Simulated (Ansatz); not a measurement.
Subject: the energy of the reaction as written. Reaction: 2 Sb (R-3m) + 2 In (I4/mmm) → cell A. Negative: the products are lower in energy.

Cell A: a slab of composition In2Sb2, 4 atoms, hexagonal cell of 4.59 Å (18.3 Å²), symmetry P-3m1 within 0.02 Å, 4.2 Å thick under 18 Å of vacuum, in-plane vectors held at the given values, so it may be strained; planes from bottom to top: Sb | In × 2 | Sb; a model cell; spin state with PBE: run without spin, k-point mesh 8×8×1.
```
CELL_PARAMETERS angstrom
      4.59410     0.00000     0.00000
     -2.29705     3.97861     0.00000
      0.00000     0.00000    22.11070
ATOMIC_POSITIONS crystal
  In 0.33333 0.66667 0.45359
  In 0.66667 0.33333 0.54641
  Sb 0.33333 0.66667 0.59560
  Sb 0.66667 0.33333 0.40440
```

Reference: Sb (R-3m), 2 atoms in the cell, k-point mesh 10×10×10 on the run's own vectors. Conventional cell: a = 4.3244 Å, b = 4.3244 Å, c = 11.0501 Å, α = 90.00°, β = 90.00°, γ = 120.00°.

Reference: In (I4/mmm), 1 atom in the cell, k-point mesh 24×24×24 on the run's own vectors. Conventional cell: a = b = 3.3743 Å, c = 4.5820 Å, α = β = γ = 90.00°.

All numbers come from Ansatz (a program for electronic structure), plane waves with PAW, its PAW set soft_1, cutoff 420 eV, 500 eV for r2SCAN. The structures are at rest with PBE+D3(BJ), within the held lattices; other levels are single points on them. Neutral cells; Fermi-Dirac smearing of at most 0.10 eV in the solids, energies taken to zero width. The lattices are those relaxed with PBE+D3(BJ) or held as stated, so at other levels the solids can be strained, which adds to the spread. A dispersion term (D3(BJ), or D4 for r2SCAN) was computed beside these levels and is taken off wherever the name lacks it. Space groups of crystals are read within 0.01 Å. No zero-point or thermal terms. The runs are scalar-relativistic, without spin-orbit coupling. Values are for these cell sizes. Cell A has symmetry P-3m1 within 0.02 Å and got no random move, so less symmetric positions, which may lie lower, weren't tried.

Q: Give the value at the level r2SCAN+D4.

A: 0.11 eV, for 2 Sb (R-3m) + 2 In (I4/mmm) → cell A.

Q: What do the other levels give, and how wide is the spread?

A: 
```tsv
Level	value (eV)	less r2SCAN+D4
PBE	0.14	0.03
PBE+D3(BJ)	0.83	0.72
r2SCAN	-0.14	-0.25
```

The levels shown span 0.97 eV, from r2SCAN (-0.14) to PBE+D3(BJ) (0.83). They disagree on the sign.
